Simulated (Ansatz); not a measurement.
Start of a relaxation of (Ni,Pt)Ge alloy cell NiPtGe2 (MnP type start), prepared with a machine-learned potential:

```xyz
16
Lattice="-5.3311 3.7667 0.0000 5.3311 3.7667 0.0000 0.0000 -3.7667 -6.3845" Properties=species:S:1:pos:R:3 pbc="T T T"
Ge    -1.2079     2.8250    -2.5802
Ge     4.1232     2.8250    -2.5802
Ge    -3.9246     0.9417    -3.7747
Ge     1.4065     0.9417    -3.7747
Ge    -1.4577     0.9417    -5.7724
Ge     3.8734     0.9417    -5.7724
Ge    -4.0720     2.8250    -0.5825
Ge     1.2591     2.8250    -0.5824
Pt    -2.6485     0.9417    -1.6011
Pt     2.6826     0.9417    -1.6011
Ni    -2.6889     2.8250    -4.8130
Ni     2.6422     2.8250    -4.8130
Pt    -0.0170     2.8250    -4.7933
Pt    -0.0171    -0.9417    -4.7933
Ni     0.0233     4.7084    -1.6208
Ni     0.0233     0.9417    -1.6208
```

Calculation: r2SCAN (plane waves to 500 eV, PAW; Ansatz, an electronic-structure program). Scalar-relativistic, without spin–orbit coupling; the runs are not spin-polarised. Its k-point mesh 6×6×6, Fermi–Dirac width 0.05 eV.

Held fixed: nothing of the cell; free forces relaxed under 0.03 eV/Å.

Q: What does it relax into, and how much energy is released?

A: The energy falls by 0.373 eV, and the end has space group Pnnm.

```xyz
16
Lattice="-5.1061 3.7898 0.0000 5.1061 3.7898 0.0000 0.0000 -3.7898 -6.4273" Properties=species:S:1:pos:R:3 pbc="T T T"
Ge    -1.1660     2.8424    -2.6046
Ge     3.9401     2.8424    -2.6046
Ge    -3.7182     0.9475    -3.8227
Ge     1.3879     0.9475    -3.8227
Ge    -1.3870     0.9475    -5.8182
Ge     3.7191     0.9475    -5.8182
Ge    -3.9409     2.8424    -0.6090
Ge     1.1652     2.8424    -0.6090
Pt    -2.5532     0.9475    -1.6064
Pt     2.5529     0.9475    -1.6064
Ni    -2.5530     2.8424    -4.8210
Ni     2.5531     2.8424    -4.8210
Pt     0.0001     2.8424    -4.8200
Pt     0.0001    -0.9475    -4.8200
Ni     0.0000     4.7373    -1.6073
Ni     0.0000     0.9475    -1.6073
```
